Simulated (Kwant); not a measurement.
System: In0.53Ga0.47As/In0.52Al0.48As stack with 1 barrier. One parabolic valley. Leads of mass 0.041 mₑ with the band edge at 0; grid 0.1 nm; bias swept from 0.0208 to 0.44254 V, dropping linearly over the stack. Emitter Fermi level 0.067 eV, 300 K, equal in the collector.

```tsv
layer	thickness (nm)	band offset (eV)	mass (mₑ)
1	3.4	0.52	0.075
```

Constants are typed, rounded textbook-type inputs, not results; the design itself was drawn at random and stands for no fabricated device.

Model: one-band effective-mass tight-binding model in one dimension, coherent, no space charge, current by the Tsu-Esaki formula (Kwant).

| bias (V) | A | B | C | D |
|---|---|---|---|---|
| 0.02080 | 2950 | 5070 | 1350 | 9030 |
| 0.05595 | 6970 | 12000 | 3190 | 21500 |
| 0.09109 | 9790 | 16900 | 4470 | 30400 |
| 0.1262 | 11900 | 20700 | 5440 | 37100 |
| 0.1614 | 13900 | 24000 | 6340 | 43200 |
| 0.1965 | 15800 | 27400 | 7250 | 49200 |
| 0.2317 | 17900 | 30800 | 8250 | 55400 |
| 0.2668 | 20100 | 34500 | 9350 | 61800 |
| 0.3020 | 22500 | 38500 | 10600 | 68600 |
| 0.3371 | 25200 | 42800 | 12000 | 75800 |
| 0.3723 | 28100 | 47400 | 13500 | 83500 |
| 0.4074 | 31400 | 52400 | 15300 | 91700 |
| 0.4425 | 35000 | 57900 | 17400 | 100000 |

Q: Column A is the base. The others each differ by one change: mass in the first barrier 0.075 → 0.045 mₑ; mass in the first barrier 0.075 → 0.06 mₑ; mass in the first barrier 0.075 → 0.098 mₑ. Which is which?

A: B: mass in the first barrier 0.075 → 0.06 mₑ; C: mass in the first barrier 0.075 → 0.098 mₑ; D: mass in the first barrier 0.075 → 0.045 mₑ.
